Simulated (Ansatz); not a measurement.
Take TiO$_{2}$ in the anatase structure (space group I4_1/amd, No. 141; a = 3.739 Å, c = 9.455 Å) as the base. Axes: x, y, z lie along a, b, c of the conventional cell.

Computed with Kohn–Sham DFT with the LDA functional, run in Ansatz (a program for electronic structure) with PAW and 420 eV plane waves, scalar-relativistic without spin-orbit coupling.

Strains are applied to the cell and any free atomic positions relax.

One change was made to it. Results:

| quantity | base | after |
|---|---|---|
| band gap | 2.08 eV | 2.15 eV |
| energy relative to the base (free energy F) | 0 meV/atom | +4.5 meV/atom |

Question: What was done to the base?
(A) uniaxial strain ε_xx = −2.40 %
(B) uniaxial strain ε_xx = −1.80 %
(C) uniaxial strain ε_xx = −1.20 %
(D) uniaxial strain ε_xx = −3.00 %

Answer: B, uniaxial strain ε_xx = −1.80 %. For comparison, the energy relative to the base in the other runs: uniaxial strain ε_xx = −1.20 % gives +2.0 meV/atom; uniaxial strain ε_xx = −2.40 % gives +8.2 meV/atom; uniaxial strain ε_xx = −3.00 % gives +13 meV/atom.

Whether these cells are dynamically stable was not tested. The final runs are not spin-polarised.
